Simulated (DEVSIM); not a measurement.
System: abrupt Si p-n junction, at 400 K.

```
layer (left to right)  material  thickness (μm)  Nd (cm⁻³)  Na (cm⁻³)  τn (s)  τp (s)
---------------------  --------  --------------  ---------  ---------  ------  ------
1                            Si           0.540          -     1.2e17  3.7e-5  3.7e-5
2                            Si            6.70     1.1e17          -  3.7e-5  3.7e-5
```

Left contact: ohmic. Right contact: ohmic. Voltage is applied to the left contact. Recombination: SRH at mid-gap. Mobility is constant in doping.

Constants are typed, rounded textbook-type inputs, not results; the design itself was drawn at random and stands for no fabricated device. Values at 300 K; Nc and Nv go as T^1.5, mobilities as T to minus their exponent, the gap by Varshni's rule with the affinity fixed.

```csv
parameter,Si
gap (eV),1.124
affinity (eV),4.05
permittivity,11.7
Nc (cm⁻³),2.86e19
Nv (cm⁻³),3.1e19
μn (cm²/Vs),1417
μp (cm²/Vs),470
T exponent of μn,2.3
T exponent of μp,2.2
Varshni α (eV/K),0.000473
Varshni β (K),636
```

DEVSIM, 1D drift-diffusion, Boltzmann statistics, complete ionisation; no tunnelling, impact ionisation, image-force lowering or self-heating.

**Question.** Tabulate band edges, carrier densities and field at zero bias.

**Answer.** Energies count from the Fermi level of the right contact; mesh points crowd at the junctions.

```
x (μm)   Ec (eV)  Ev (eV)  n (cm⁻³)  p (cm⁻³)  field (V/cm)
-------  -------  -------  --------  --------  ------------
0.000      0.890   -0.206     2.7e8    1.2e17           ≈ 0
0.02144    0.890   -0.206     2.7e8    1.2e17           ≈ 0
0.06356    0.890   -0.206     2.7e8    1.2e17           ≈ 0
0.1365     0.890   -0.206     2.7e8    1.2e17           ≈ 0
0.3202     0.890   -0.206     2.7e8    1.2e17           ≈ 0
0.4305     0.890   -0.207     2.7e8    1.2e17          -340
0.4941     0.850   -0.247     8.7e8    3.7e16        -25000
0.5333     0.627   -0.469    5.5e11    5.9e13        -92000
0.5521     0.447   -0.649    1.0e14    3.2e11        -84000
0.5852     0.261   -0.835    2.3e16     1.4e9        -30000
0.6484     0.207   -0.889    1.1e17     3.0e8          -600
0.8393     0.207   -0.890    1.1e17     2.9e8           ≈ 0
1.160      0.207   -0.890    1.1e17     2.9e8           ≈ 0
1.748      0.207   -0.890    1.1e17     2.9e8           ≈ 0
3.520      0.207   -0.890    1.1e17     2.9e8           ≈ 0
5.272      0.207   -0.890    1.1e17     2.9e8           ≈ 0
6.222      0.207   -0.890    1.1e17     2.9e8           ≈ 0
6.741      0.207   -0.890    1.1e17     2.9e8           ≈ 0
7.050      0.207   -0.890    1.1e17     2.9e8           ≈ 0
7.152      0.207   -0.890    1.1e17     2.9e8           ≈ 0
7.205      0.207   -0.890    1.1e17     2.9e8           ≈ 0
7.240      0.207   -0.890    1.1e17     2.9e8           ≈ 0
```
